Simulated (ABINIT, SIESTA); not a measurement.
A SIESTA input for a self-consistent single point of Sn (I4_1/amd, 2 atoms in the cell) (DFT, GGA PBEsol, numerical atomic orbitals DZP, PseudoDojo PBEsol standard norm-conserving potentials (rewritten from UPF to PSML)):

```
# files in the folder: Sn.psml (PseudoDojo PBEsol standard)
SystemName  Sn
SystemLabel siesta

NumberOfAtoms                2
NumberOfSpecies              1
%block ChemicalSpeciesLabel
  1 50 Sn
%endblock ChemicalSpeciesLabel
LatticeConstant              1.0 Bohr
%block LatticeVectors
    -5.574393491    5.574393491    3.032212966
     5.574393491   -5.574393491    3.032212966
     5.574393491    5.574393491   -3.032212966
%endblock LatticeVectors
AtomicCoordinatesFormat      Ang
%block AtomicCoordinatesAndAtomicSpecies
     0.000000000    2.949842000    0.802289000  1
     0.000000000    0.000000000    0.000000000  1
%endblock AtomicCoordinatesAndAtomicSpecies

XC.functional                GGA
XC.authors                   PBEsol
PAO.BasisSize                DZP
PAO.EnergyShift              0.01 Ry
MeshCutoff                   400 Ry
%block kgrid.MonkhorstPack
    9   0   0  0.0
    0   9   0  0.0
    0   0   9  0.0
%endblock kgrid.MonkhorstPack
OccupationFunction           FD
ElectronicTemperature        1578.21 K

MaxSCFIterations             150
SCF.Mixer.Method             Pulay
SCF.Mixer.Weight             0.2
SCF.Mixer.History            6
SCF.DM.Tolerance             1.0E-05
Diag.ParallelOverK           true
WriteForces                  true
```

Task: Write the same calculation as an input for ABINIT.

Result: One input that does it (others would too):

```
# Sn, JTH v2.0 PBE PAW
pp_dirpath "./"
pseudos "Sn.GGA_PBE-JTH.xml"
acell 8.4464217898 8.4464217898 8.4464217898
rprim
        -0.6599710066    0.6599710066    0.3589937894
         0.6599710066   -0.6599710066    0.3589937894
         0.6599710066    0.6599710066   -0.3589937894
natom 2
ntypat 1
znucl 50
typat 1 1
xred
         0.7500000000    0.2500000000    0.5000000000
         0.0000000000    0.0000000000    0.0000000000
ecut 20
pawecutdg 40
pawxcdev 0
ixc -116133
occopt 3
tsmear 0.00499791
nband 19
kptopt 1
ngkpt 9 9 9
nshiftk 1
shiftk 0 0 0
nstep 60
tolvrs 1.0e-12
prtwf 0
prtden 0
prtvol 1
enunit 2
```

Basis settings and potentials, where a program has them, do not carry over. This input uses DFT, PBEsol, plane waves, PAW (JTH v2.0 PBE PAW, files made for PBE). Both were run: pressure -1.22 GPa in SIESTA and -1.97 in ABINIT.

On ABINIT: the starting cell comes from a database of computed structures (which also holds hypothetical and non-ambient phases and stackings), without a prior relaxation at this level. Its lattice was rescaled by a random factor within 2.5 % of one. The potentials were made for another functional than the one used.

On SIESTA: the starting cell comes from a database of computed structures (which also holds hypothetical and non-ambient phases and stackings), without a prior relaxation at this level. Its lattice was rescaled by a random factor within 2.5 % of one. Values carry the incompleteness of an atom-centred basis.
